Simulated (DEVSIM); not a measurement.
Device: Ti/SiO2/p-Si capacitor, at 300 K.

```tsv
layer (left to right)	material	thickness (nm)	Na (cm⁻³)
1	SiO2	38.0	-
2	Si	6500	7.7e15
```

Metal gate on the left, work function 4.33 eV. Fixed charge at the semiconductor interface 1.2e10 cm⁻² (in units of +e); interface traps 7.8e10 cm⁻² eV⁻¹, uniform in energy, neutral level at 0.3 of the gap above the valence band.

Constants are typed, rounded textbook-type inputs, not results; the design itself was drawn at random and stands for no fabricated device. Values at 300 K.

```csv
parameter,SiO2,Si
gap (eV),9,1.124
affinity (eV),0.9,4.05
permittivity,3.9,11.7
Nc (cm⁻³),-,2.86e19
Nv (cm⁻³),-,3.1e19
```

Model (solved in DEVSIM): 1D Poisson equation in equilibrium, Boltzmann statistics, complete ionisation; no quantum confinement or tunnelling. Metal contacts follow the ideal Schottky-Mott rule: no Fermi-level pinning, no interface dipoles.

The SiO2 thickness was swept, all else fixed.

```csv
SiO2 thickness (μm),capacitance of the dielectric stack (μF/cm²),flat-band voltage (V),threshold voltage (band bending 2φF) (V),minimum of the low-frequency capacitance (μF/cm²)
0.015,0.230,-0.64,0.27,0.0393
0.021,0.164,-0.65,(withheld),(withheld)
0.027,0.128,-0.66,0.44,0.0342
0.032,0.108,-0.66,0.51,0.0328
0.038,0.0909,-0.67,0.59,0.0309
0.046,0.0751,-0.68,0.70,0.0288
```

### Question
Fill in the missing entries.

### Answer

- 0.021, threshold voltage (band bending 2φF) (V): 0.36
- 0.021, minimum of the low-frequency capacitance (μF/cm²): 0.0365
